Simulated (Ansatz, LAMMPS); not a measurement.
Crystalline Ge, 1728 atoms, one frame of classical dynamics at 100 K, cell scaled from the potential's lattice parameter to the PBE one and held. Cell 34.56 × 34.56 × 34.56 Å, Ge1728, 1728 atoms. Prepared with LAMMPS with Tersoff's 1989 multicomponent potential (SiCGe.tersoff): 30 ps at 100 K at fixed volume, last frame. The 60 atoms nearest one atom, with forces from Ansatz (an electronic-structure program) with PBE, support functions at accuracy medium on the grid of 370 eV on the whole cell:

| x (Å) | y | z | Fx (eV/Å) | Fy | Fz |
|---|---|---|---|---|---|
| 0.000 | 0.000 | 0.000 | 0.03 | 0.18 | -0.03 |
| 1.464 | -1.387 | -1.424 | -0.06 | -0.25 | -0.03 |
| -1.442 | -1.428 | 1.415 | 0.19 | 0.30 | 0.36 |
| -1.454 | 1.448 | -1.415 | 0.28 | 0.03 | -0.38 |
| 1.466 | 1.442 | 1.415 | -0.11 | 0.06 | 0.26 |
| -2.800 | 0.098 | 2.860 | -0.58 | -0.56 | -0.19 |
| -2.841 | -2.853 | 0.031 | -0.09 | -0.16 | -0.53 |
| 2.846 | -2.855 | 0.040 | 0.11 | -0.08 | -0.16 |
| 0.031 | -2.854 | -2.852 | -0.19 | 0.36 | -0.21 |
| -0.041 | -2.856 | 2.881 | 0.12 | 0.23 | 0.12 |
| 2.928 | 0.023 | -2.831 | -0.23 | 0.00 | -0.10 |
| 0.027 | 2.902 | 2.860 | 0.04 | -0.01 | -0.11 |
| -2.878 | 2.905 | -0.044 | 0.27 | 0.13 | 0.46 |
| 2.892 | 2.898 | 0.008 | 0.19 | 0.06 | -0.04 |
| 0.012 | 2.910 | -2.880 | 0.08 | -0.12 | 0.31 |
| -2.856 | 0.042 | -2.934 | -0.14 | -0.05 | 0.22 |
| 2.912 | 0.052 | 2.906 | 0.08 | -0.27 | -0.12 |
| -4.258 | -1.437 | -1.444 | -0.06 | 0.14 | -0.17 |
| 1.451 | 1.422 | -4.270 | 0.10 | 0.29 | -0.16 |
| -1.380 | 1.440 | 4.296 | -0.17 | 0.69 | 0.09 |
| -1.421 | -4.292 | -1.456 | 0.08 | -0.03 | 0.35 |
| 1.396 | -4.290 | 1.487 | 0.19 | -0.02 | -0.17 |
| 1.444 | -1.422 | 4.309 | 0.17 | -0.13 | -0.25 |
| -4.297 | 1.494 | 1.415 | -0.23 | -0.02 | 0.21 |
| 4.336 | 1.447 | -1.414 | 0.03 | 0.33 | -0.04 |
| 4.329 | -1.453 | 1.445 | 0.06 | 0.18 | 0.34 |
| -1.388 | 4.363 | 1.412 | -0.27 | -0.17 | -0.01 |
| -1.417 | -1.395 | -4.373 | 0.03 | -0.31 | 0.58 |
| 1.516 | 4.341 | -1.465 | -0.41 | 0.22 | 0.13 |
| 0.048 | 0.055 | 5.675 | 0.29 | -0.12 | 0.70 |
| -5.730 | 0.002 | -0.018 | 0.20 | 0.01 | 0.14 |
| 0.009 | 0.033 | -5.738 | 0.51 | -0.12 | -0.23 |
| 0.001 | -5.747 | 0.039 | -0.01 | 0.19 | -0.32 |
| 5.765 | 0.036 | 0.028 | -0.05 | -0.10 | 0.19 |
| 0.055 | 5.823 | 0.019 | 0.18 | -0.25 | -0.30 |
| -4.284 | -1.407 | 4.275 | 0.10 | 0.01 | 0.01 |
| -4.292 | -4.293 | 1.390 | -0.36 | 0.19 | 0.35 |
| 1.443 | -4.295 | -4.280 | -0.13 | -0.09 | -0.15 |
| 4.325 | -4.250 | -1.450 | 0.08 | -0.15 | 0.22 |
| -1.493 | -4.273 | 4.290 | 0.04 | -0.14 | -0.07 |
| 4.331 | -1.376 | -4.292 | 0.07 | -0.51 | -0.01 |
| -4.301 | 4.308 | -1.447 | -0.01 | 0.60 | -0.12 |
| -1.382 | 4.345 | -4.336 | -0.08 | 0.41 | 0.19 |
| -4.323 | 1.532 | -4.321 | 0.28 | -0.23 | 0.21 |
| 1.413 | 4.347 | 4.343 | 0.12 | -0.14 | -0.33 |
| 4.350 | 4.365 | 1.428 | -0.61 | -0.19 | 0.44 |
| 4.345 | 1.457 | 4.402 | -0.03 | 0.13 | -0.32 |
| -2.762 | 2.855 | -5.718 | -0.59 | 0.44 | -0.24 |
| 2.895 | -5.690 | 2.891 | -0.01 | -0.13 | -0.04 |
| 2.886 | -5.701 | -2.880 | 0.16 | -0.18 | 0.22 |
| -2.855 | -5.715 | -2.886 | 0.03 | -0.25 | -0.33 |
| -5.701 | -2.879 | -2.899 | 0.03 | 0.11 | 0.13 |
| 2.903 | -2.897 | -5.700 | 0.08 | 0.34 | -0.35 |
| 5.676 | 2.897 | -2.957 | 0.45 | -0.14 | 0.32 |
| -2.843 | -2.834 | -5.774 | -0.25 | -0.24 | -0.11 |
| -2.931 | -5.721 | 2.865 | 0.37 | -0.22 | -0.07 |
| 2.836 | 2.908 | 5.755 | 0.37 | 0.05 | 0.06 |
| -2.848 | 5.764 | 2.881 | 0.10 | 0.24 | -0.06 |
| -5.771 | -2.860 | 2.861 | 0.30 | 0.10 | -0.13 |
| -2.833 | 2.872 | 5.784 | -0.06 | 0.02 | -0.37 |
